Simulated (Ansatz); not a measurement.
We consider SrTiS3 (model structure, started from the cubic perovskite type, Pm-3m, No. 221, 5 atoms in the cell), described by PBEsol+SOC (Ansatz, a quantum-chemistry and plane-wave program, PAW).

Input file:

Ansatz 0.2 input:
```yaml
crystal:
  lattice:
    - [4.7139867504, 0.0, 0.0]
    - [0.0, 4.7139867504, 0.0]
    - [0.0, 0.0, 4.7139867504]
  atoms:
    - { symbol: Sr, position: [0.0, 0.0, 0.0] }
    - { symbol: Ti, position: [0.5, 0.5, 0.5] }
    - { symbol: S, position: [0.0, 0.5, 0.5] }
    - { symbol: S, position: [0.5, 0.5, 0.0] }
    - { symbol: S, position: [0.5, 0.0, 0.5] }
basis:
  ecutwfc: 520
  ecutrho_ratio: 4
  xc_grid: 2
kpoints:
  mp_grid: { grid: [12, 12, 12] }
hamiltonian:
  xc: pbesol
  dispersion: none
  pseudopotentials: { kind: paw }
scf:
  occupations: { method: fermi_dirac, width: 0.05 }
  convergence: { dr2_threshold: 0.0000000005 }
output:
  forces: true
  stress: true
  eigenvalues: true
magnetization:
  noncollinear: true
  spin_orbit: true
```

The run printed, among other lines:

```
Crystal: 5 atoms, lattice volume = 104.753 Å³
Basis set: ecut = 520 eV, 2801 PW (Γ), exchange–correlation on 72×72×72 points (8 copies of the dense FFT grid, shifted against one another)
Bands: 50, of which v1, the nominal top of the filled ones, is band 40 counted from 1 (39 counted from 0)
Symmetry: 48 space group operations + 48 with time reversal
k-points: 84 of 1728
Initial density: superposition of atomic densities (chi_scale 0.1, normalization cell, long waves kept (reshape's long-wave potential 0.00 eV rms))
Functional: x = pbesol(κ = 0.804, μ = 0.12345679012345678), c = pbesol(β = 0.046)
spin=Noncollinear: Kerker preconditioning applied to the charge; magnetization (m_x, m_y, m_z) channels mix plain (no charge-response kernel on spin).
SCF 1 converged in 11 iterations: F = -8629.398993 eV  dr2 = 9.05e-11
SCF converged after 11 iterations
Free energy (F): -8629.398993 eV
Internal energy: -8629.385658 eV  (E = F + TS)
E sigma→0 (E₀):  -8629.392326 eV
Fermi energy:    8.366528 eV
--- Stress (GPa, compression-positive) ---
       -0.000640       0.000000       0.000000
        0.000000      -0.000640       0.000000
        0.000000       0.000000      -0.000640
  P = ⅓ Tr σ = -0.0006 GPa (-0.006 kbar)
```

The PAW data were made under PBE.

Note: the relaxation could raise the start's symmetry but not lower it, so the cell can be a saddle point.

Cost on a shared machine: roughly 2.2 core-minutes.

A model structure was made by putting elements into a prototype or built by hand; it is no filed structure, need not be a known phase, and can be a saddle point held by its symmetry.
